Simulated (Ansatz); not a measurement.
# InAs: response to strain

The parent structure is InAs in the zinc blende structure (space group F-43m, No. 216; a = 6.026 Å). Axes: x, y, z lie along the cube axes.

Strains are applied to the cell and any free atomic positions relax; under biaxial strain the out-of-plane vector relaxes too.

Level of theory: plane-wave PAW DFT at the LDA level (Ansatz, an electronic-structure program, 420 eV), no spin-orbit coupling.

Candidates:
(a) biaxial strain −2.50 %, plane normal [111], relaxed out of plane
(b) biaxial strain −1.25 %, plane normal [111], relaxed out of plane
(c) biaxial strain +2.08 %, plane normal [111], relaxed out of plane

Notes on the quantities. energy relative to the base: free energy F.

### Question
Order them by energy relative to the base, highest first.

### Answer
(a) biaxial strain −2.50 %, plane normal [111], relaxed out of plane (+14 meV/atom), (c) biaxial strain +2.08 %, plane normal [111], relaxed out of plane (+8.7 meV/atom), (b) biaxial strain −1.25 %, plane normal [111], relaxed out of plane (+3.4 meV/atom)

Stability against distortions was not tested. All final runs are without spin polarisation.
